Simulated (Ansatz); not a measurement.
Reference: Al2O3 (R-3c), PBEsol, rigid bands (plane waves, PAW, scalar-relativistic; Ansatz, a program for electronic structure); axes and stresses refer to this cell.

```
CELL_PARAMETERS angstrom
      2.38693     1.37810     4.33827
     -2.38693     1.37810     4.33827
      0.00000    -2.75619     4.33827
ATOMIC_POSITIONS crystal
  Al 0.14792 0.14792 0.14792
  Al 0.85208 0.85208 0.85208
  Al 0.35208 0.35208 0.35208
  Al 0.64792 0.64792 0.64792
  O  0.94414 0.55586 0.25000
  O  0.05586 0.44414 0.75000
  O  0.25000 0.94414 0.55586
  O  0.75000 0.05586 0.44414
  O  0.55586 0.25000 0.94414
  O  0.44414 0.75000 0.05586
```

- hole mass along x = 4.5 mₑ
- electron conductivity mass = 0.39 mₑ
- hole conductivity mass = 3.5 mₑ

### Question
Change: functional r2SCAN on the same cell. What happens to hole mass along x, electron conductivity mass, hole conductivity mass?

### Answer
hole mass along x increases to 4.9 mₑ; electron conductivity mass moves little, to 0.40 mₑ; hole conductivity mass shrinks to 3.3 mₑ.

Masses are for dilute carriers at 300 K, harmonic means over directions unless an axis is named. Spin-orbit coupling is left out unless a row names it.
